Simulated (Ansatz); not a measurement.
# A constructed model of the (110) surface of bcc W, a cell of two sites (a+b, b-a) layer of I, one a cell, on the site that continues the host's stacking (bottom of the slab: a bare face, its two planes held)

Method: PBE (plane waves to 420 eV, PAW; Ansatz, an electronic-structure program).

Model: 13-atom slab, 14.0 Å thick at the start with caps and adatoms (thin: gaps and levels are the slab's own), 12x8x1 mesh, Fermi-Dirac 0.1 eV, dipole correction, 4 atoms held, the rest relaxed; symmetry of the start imposed; no spin, no spin-orbit, no U. It is one candidate, not shown to be the stable structure of the face.

The work function of the top face is 3.51 eV and the energy released by relaxation is 0.25 eV. The cost is about 14 core-minutes (a rough figure).
